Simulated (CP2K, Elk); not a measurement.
An Elk input for a self-consistent single point of MgS (Fm-3m, 2 atoms in the cell) (DFT, LDA (PW92), all-electron FP-LAPW, Elk's shipped species files, LAPW+lo basis):

```
tasks
  0

rgkmax
  7.5

gmaxvr
  16.0

nxoapwlo
  1

swidth
  0.000367493

maxscl
  100

scale
  6.89632513

avec
    0.0000000000    0.7071067812    0.7071067812
    0.7071067812    0.0000000000    0.7071067812
    0.7071067812    0.7071067812    0.0000000000

atoms
  2
  'Mg.in'
  1
  0.0000000000  0.0000000000  0.0000000000    0.0 0.0 0.0
  'S.in'
  1
  0.5000000000  0.5000000000  0.5000000000    0.0 0.0 0.0

ngridk
  9 9 9
```

### Question
Translate this input to CP2K.

### Answer
One input that does it (others would too):

```
&GLOBAL
  PROJECT bulk
  RUN_TYPE ENERGY_FORCE
  PRINT_LEVEL LOW
&END GLOBAL
&FORCE_EVAL
  METHOD Quickstep
  STRESS_TENSOR ANALYTICAL
  &DFT
    BASIS_SET_FILE_NAME BASIS_MOLOPT
    POTENTIAL_FILE_NAME GTH_POTENTIALS
    &QS
      METHOD GPW
      EPS_DEFAULT 1E-10
    &END QS
    &MGRID
      CUTOFF 1000
      REL_CUTOFF 50
      NGRIDS 5
    &END MGRID
    &SCF
      SCF_GUESS ATOMIC
      EPS_SCF 1E-7
      MAX_SCF 100
      ADDED_MOS 4
      &DIAGONALIZATION
        ALGORITHM STANDARD
      &END DIAGONALIZATION
      &MIXING
        METHOD BROYDEN_MIXING
        ALPHA 0.4
        NBUFFER 10
        BETA 1
      &END MIXING
      &SMEAR ON
        METHOD FERMI_DIRAC
        ELECTRONIC_TEMPERATURE [K] 116.05
      &END SMEAR
    &END SCF
    &KPOINTS
      SCHEME MONKHORST-PACK 9 9 9
    &END KPOINTS
    &XC
      &XC_FUNCTIONAL PADE
      &END XC_FUNCTIONAL
    &END XC
    &PRINT
      &MO
        EIGENVALUES T
        OCCUPATION_NUMBERS T
        NDIGITS 8
        FILENAME mo
        &EACH
          QS_SCF 0
        &END EACH
        ADD_LAST NUMERIC
      &END MO
      &MULLIKEN OFF
      &END MULLIKEN
    &END PRINT
  &END DFT
  &SUBSYS
    &CELL
      A 3.64937800 0.00000000 0.00000000
      B 1.82468900 3.16045400 0.00000000
      C 1.82468900 1.05348500 2.97970500
      PERIODIC XYZ
    &END CELL
    &COORD
      SCALED
      Mg       0.00000000     0.00000000     0.00000000
      S        0.50000000     0.50000000     0.50000000
    &END COORD
    &KIND Mg
      BASIS_SET DZVP-MOLOPT-SR-GTH-q10
      POTENTIAL GTH-PADE-q10
    &END KIND
    &KIND S
      BASIS_SET DZVP-MOLOPT-SR-GTH-q6
      POTENTIAL GTH-PADE-q6
    &END KIND
  &END SUBSYS
  &PRINT
    &FORCES ON
    &END FORCES
    &STRESS_TENSOR ON
    &END STRESS_TENSOR
  &END PRINT
&END FORCE_EVAL
```

Basis settings and potentials, where a program has them, do not carry over. This input uses DFT LDA (Pade form), GPW, DZVP-MOLOPT-SR-GTH basis, GTH-PADE potentials (GTH_POTENTIALS). LDA parametrisations can differ slightly between programs. Both were run: gap on the mesh 2.728 eV in Elk and 2.619 in CP2K.

On CP2K: the starting cell has typed, rounded lattice constants, without a prior relaxation at this level. Its lattice was rescaled by a random factor within 2.5 % of one. Values carry the incompleteness of an atom-centred basis.

On Elk: the starting cell has typed, rounded lattice constants, without a prior relaxation at this level. Its lattice was rescaled by a random factor within 2.5 % of one. Values depend on the basis (sphere radii, cutoffs, local orbitals), which need not be converged.
